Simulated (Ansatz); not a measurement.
Defect: Hf vacancy in polar orthorhombic HfO2, charge state -4. Level of theory: PBE, PAW (plane waves to 420 eV; Ansatz, a program for electronic structure).

Cell of 96 host sites held at the relaxed PBE lattice; the Γ point alone; Fermi-Dirac width 0.01 eV, spin-restricted; finite-size errors left in. Energies are static. Spin-orbit coupling is left out. The host's phase is taken as given; its stability against other phases was not computed. The charge state is imposed; whether it is stable for some Fermi level was not computed. Forms of the defect that were not tried may lie lower.

Barriers: single points on a 2×2×2 k-point mesh shifted by half a step at the bands' geometries.

Relaxed starting cell (atoms counted from 1):

```
Hf31O64
1.0
   10.58774     0.00000     0.00000
    0.00000    10.13816     0.00000
    0.00000     0.00000    10.20243
Hf O
31 64
Direct
  0.26928   0.36746   0.62487
  0.26437   0.86657   0.13128
  0.26612   0.86816   0.63299
  0.76360   0.36654   0.12730
  0.76757   0.36592   0.62705
  0.76613   0.86685   0.12840
  0.76661   0.86701   0.62818
  0.47655   0.36381   0.37480
  0.47677   0.36871   0.88525
  0.48116   0.86618   0.37939
  0.48203   0.86877   0.88201
  0.98542   0.36208   0.37364
  0.98468   0.36443   0.87931
  0.98386   0.86404   0.37772
  0.98475   0.86817   0.87916
  0.23330   0.14059   0.36943
  0.23556   0.14056   0.88549
  0.23262   0.62976   0.38255
  0.23076   0.62626   0.88793
  0.73069   0.13290   0.37670
  0.73258   0.13387   0.87889
  0.73256   0.63225   0.37641
  0.73430   0.63242   0.87935
  0.01760   0.13681   0.12966
  0.02103   0.13215   0.62796
  0.02218   0.62802   0.12836
  0.01651   0.63183   0.63027
  0.51026   0.13825   0.12662
  0.51536   0.13557   0.62871
  0.51333   0.63119   0.12759
  0.51738   0.63180   0.63221
  0.44069   0.47617   0.04513
  0.44106   0.46095   0.56894
  0.43501   0.96021   0.06549
  0.43472   0.96491   0.56046
  0.93164   0.46267   0.05830
  0.93484   0.46380   0.55934
  0.93013   0.96836   0.05589
  0.93326   0.96563   0.55724
  0.31723   0.46376   0.34575
  0.31578   0.46729   0.80449
  0.31522   0.96240   0.31148
  0.31569   0.96764   0.81098
  0.81633   0.46404   0.30843
  0.81559   0.46524   0.80620
  0.81702   0.96549   0.30765
  0.81618   0.96713   0.80649
  0.06866   0.02655   0.30589
  0.06846   0.03109   0.80250
  0.06346   0.53609   0.31309
  0.06288   0.53388   0.80784
  0.56857   0.03037   0.31120
  0.56559   0.03417   0.80747
  0.56715   0.53193   0.30489
  0.57058   0.53401   0.80706
  0.18556   0.03479   0.06163
  0.18460   0.03414   0.55622
  0.17479   0.54396   0.05244
  0.18309   0.53844   0.56593
  0.68050   0.03347   0.05607
  0.68374   0.03398   0.55841
  0.68810   0.53857   0.05999
  0.68604   0.53412   0.55645
  0.11921   0.26282   0.25782
  0.13738   0.27086   0.75054
  0.13387   0.76656   0.25455
  0.13679   0.76642   0.75629
  0.63213   0.26761   0.25125
  0.63741   0.26594   0.75152
  0.63470   0.76994   0.25444
  0.63891   0.76920   0.75419
  0.10109   0.25172   0.99108
  0.11778   0.27060   0.50362
  0.11263   0.77929   0.00612
  0.11271   0.77008   0.50636
  0.61839   0.27400   0.00329
  0.61552   0.26825   0.50192
  0.61420   0.76810   0.00288
  0.61393   0.76747   0.50397
  0.38229   0.21319   0.99251
  0.36556   0.22803   0.50433
  0.36210   0.73503   0.00397
  0.36331   0.73095   0.50718
  0.85935   0.23250   0.00273
  0.86646   0.22951   0.50181
  0.86488   0.73213   0.00310
  0.86315   0.73006   0.50392
  0.38810   0.21888   0.26094
  0.38329   0.23366   0.74919
  0.38347   0.72690   0.25579
  0.39104   0.73551   0.75466
  0.87703   0.22791   0.25145
  0.88737   0.23027   0.75266
  0.88257   0.73129   0.25397
  0.88654   0.73277   0.75380
```
Cell charge -4.

End state 1 differs by these moves (Å; atoms that move under 0.08 Å are left out):

| atom | element | Δx | Δy | Δz |
|---|---|---|---|---|
| 8 | Hf | -2.15 | 0.06 | -2.44 |
| 9 | Hf | 0.04 | -0.01 | -0.11 |
| 16 | Hf | 0.07 | -0.02 | 0.07 |
| 17 | Hf | -0.01 | -0.04 | -0.07 |
| 19 | Hf | 0.02 | 0.06 | -0.06 |
| 26 | Hf | -0.07 | 0.05 | 0.01 |
| 28 | Hf | 0.04 | 0.03 | 0.09 |
| 29 | Hf | 0.01 | 0.06 | -0.10 |
| 30 | Hf | 0.06 | -0.04 | 0.10 |
| 32 | O | -0.07 | -0.08 | 0.09 |
| 33 | O | -0.09 | 0.03 | 0.27 |
| 34 | O | -0.01 | 0.08 | -0.05 |
| 40 | O | -0.08 | 0.13 | -0.52 |
| 41 | O | -0.07 | -0.06 | 0.15 |
| 54 | O | 0.09 | 0.13 | -0.03 |
| 55 | O | -0.04 | 0.05 | 0.09 |
| 58 | O | 0.05 | -0.09 | 0.05 |
| 59 | O | 0.00 | -0.06 | -0.11 |
| 64 | O | 0.13 | 0.12 | -0.05 |
| 68 | O | 0.18 | -0.15 | -0.10 |
| 70 | O | 0.03 | 0.10 | 0.02 |
| 72 | O | 0.12 | 0.15 | 0.11 |
| 74 | O | -0.02 | -0.10 | -0.02 |
| 77 | O | 0.16 | -0.05 | 0.06 |
| 80 | O | -0.17 | 0.21 | 0.07 |
| 81 | O | -0.04 | -0.09 | 0.07 |
| 88 | O | -0.22 | -0.05 | -0.19 |
| 90 | O | 0.05 | 0.09 | -0.02 |
| 92 | O | 0.14 | 0.05 | 0.01 |

Problem. Predict the forward and backward barriers to end state 1 from PBE, PAW.

Solution. forward 2.60 eV, backward 2.60 eV; at the saddle point atom 8 has neighbours O at 1.91, O at 1.97, O at 2.03, O at 2.04 Å. The saddle point's order was not checked.
